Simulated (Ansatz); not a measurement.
Base system: TaS₂ in the CdI2 type structure (space group P-3m1, No. 164; layered, stacked along the Cartesian z axis; relaxed with 0.1 eV smearing).

```yaml
crystal:
  lattice:
    - [3.27736, 0.00000, 0.00000]
    - [-1.63868, 2.83827, 0.00000]
    - [0.00000, 0.00000, 5.58725]
  atoms:
    - { symbol: Ta, position: [0.00000, 0.00000, 0.00000] }
    - { symbol: S, position: [0.33333, 0.66667, 0.27718] }
    - { symbol: S, position: [0.66667, 0.33333, 0.72282] }
```

Cartesian axes are those of the cell as printed.

Level of theory: PBEsol-D3(BJ)/PAW in Ansatz (a program for electronic structure), no spin-orbit coupling.

Before the change:

The volume per atom is 17.32 Å³.

Now apply this change: tensile biaxial strain of 1.89 % in the plane normal to [001], as in epitaxy on a mismatched substrate; the out-of-plane cell vector and the atoms relax.

What happens to the volume per atom?

The volume per atom grows by 0.52 Å³, from 17.32 Å³ to 17.84 Å³.

Estimate the effect on the in-plane stress.

The mean in-plane stress (compression positive) comes out as -4.0 GPa.

Whether these cells are dynamically stable was not tested. All final runs are without spin polarisation. An odd electron count without spin: TaS2.
